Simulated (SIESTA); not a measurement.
Input and output of a self-consistent single point for CoSi₂ (Fm-3m, 3 atoms in the cell) (SIESTA).

Method of the run: GGA PBE, numerical atomic orbitals DZP, PseudoDojo PBE standard norm-conserving potentials (rewritten from UPF to PSML) (SIESTA).

The change in words: lattice scaled by 0.98. Reference geometry:
```
CELL_PARAMETERS angstrom
      0.00000     2.68000     2.68000
      2.68000     0.00000     2.68000
      2.68000     2.68000     0.00000
ATOMIC_POSITIONS crystal
  Co 0.00000 0.00000 0.00000
  Si 0.25000 0.25000 0.25000
  Si 0.75000 0.75000 0.75000
```

Reference input (self-consistent single point, DFT, GGA PBE, numerical atomic orbitals DZP, PseudoDojo PBE standard norm-conserving potentials (rewritten from UPF to PSML)): XC.functional = GGA; XC.authors = PBE; potentials = PseudoDojo PBE standard; PAO.BasisSize = DZP; PAO.EnergyShift = 0.01 Ry; MeshCutoff = 400 Ry; kgrid.MonkhorstPack = 14 14 14; OccupationFunction = MP; OccupationMPOrder = 0; ElectronicTemperature = 272 meV; MaxSCFIterations = 150; SCF.Mixer.Method = Pulay. This run's input differs from it in these lines:

```diff
@@ -10,7 +10,7 @@
 %endblock ChemicalSpeciesLabel
-LatticeConstant              3.790092 Ang
+LatticeConstant              3.714291 Ang
 %block LatticeVectors
-     0.000000000    0.707106846    0.707106846
-     0.707106846    0.000000000    0.707106846
-     0.707106846    0.707106846    0.000000000
+     0.000000000    0.707106686    0.707106686
+     0.707106686    0.000000000    0.707106686
+     0.707106686    0.707106686    0.000000000
 %endblock LatticeVectors
```

Output, abridged:

```
        iscf     Eharris(eV)        E_KS(eV)     FreeEng(eV)     dDmax    Ef(eV) dHmax(eV)
   scf:    1    -4334.623013    -4380.200244    -4380.259751  1.627553 -3.684215 25.678725
   scf:    2    -4352.700885    -4385.926577    -4385.958520  0.343804 -5.656284 19.108778
   scf:    3    -4396.704710    -4394.494515    -4394.529614  0.144670 -4.993051  1.216494
   scf:    4    -4392.745642    -4394.021838    -4394.061363  0.128677 -4.650532  4.737620
   scf:    5    -4394.642984    -4394.577747    -4394.613986  0.041220 -4.898119  0.069145
   scf:    6    -4394.568797    -4394.574963    -4394.611417  0.002959 -4.878512  0.340985
   scf:    7    -4394.577770    -4394.577794    -4394.614074  0.002459 -4.896188  0.036315
   scf:    8    -4394.577749    -4394.577797    -4394.614101  0.000284 -4.893874  0.013555
   scf:    9    -4394.577812    -4394.577806    -4394.614105  0.000056 -4.894326  0.004125
   scf:   10    -4394.577810    -4394.577808    -4394.614105  0.000025 -4.894519  0.000035
mix: Pulay -- inversion failed, > SVD [rank/size] 3 / 7
   scf:   11    -4394.577808    -4394.577808    -4394.614105  0.000000 -4.894520  0.000001
SCF Convergence by DM+H criterion
max |DM_out - DM_in|         :     0.0000002154
max |H_out - H_in|      (eV) :     0.0000007731
SCF cycle converged after 11 iterations

Using DM_out to compute the final energy and forces

siesta: E_KS(eV) =            -4394.5778

siesta: E_KS - E_eggbox =     -4394.5778

siesta: Atomic forces (eV/Ang):
     1   -0.000000   -0.000000   -0.000000
     2   -0.000234   -0.000234   -0.000234
     3    0.000234    0.000234    0.000234
   Tot   -0.000000   -0.000000   -0.000000
   Max    0.000234
   Res    0.000191    sqrt( Sum f_i^2 / 3N )
   Max    0.000234    constrained

Stress tensor Voigt[x,y,z,yz,xz,xy] (kbar):     -108.58     -108.58     -108.58       -0.20       -0.20       -0.20
(Free)E + p*V (eV/cell)    -4392.1585
Target enthalpy (eV/cell)    -4394.6141

   [... lines left out ...]
siesta: FreeEng =     -4394.614105
siesta: Cell volume =         36.233693 Ang**3
siesta:         108.57989704        108.55267513  kBar
   [... lines left out ...]
              0.139   0.139   0.221   0.139   0.221
   3  4.217   1.057   0.173   0.357   0.357   0.357   0.352   0.352   0.352
              0.139   0.139   0.221   0.139   0.221

mulliken: Qtot =       25.000

Mulliken Atomic Populations:
Atom #   charge [q] valence [e]  Species
     1     0.433052   16.566948  Co
     2    -0.216526    4.216526  Si
     3    -0.216526    4.216526  Si
 Total     0.000000
```

The run converged in 11 iterations. Against the reference run the free energy goes up by 22.6 meV/atom and the pressure goes from -1.02 to 10.86 GPa.

The starting cell has typed, rounded lattice constants, without a prior relaxation at this level. For this run, on top of that: lattice scaled by 0.98. Spin polarisation is off. Values carry the incompleteness of an atom-centred basis. With a pressure of about 11 GPa the cell is away from its equilibrium volume at this level.

Cost on one core of a shared machine: roughly 5 min.
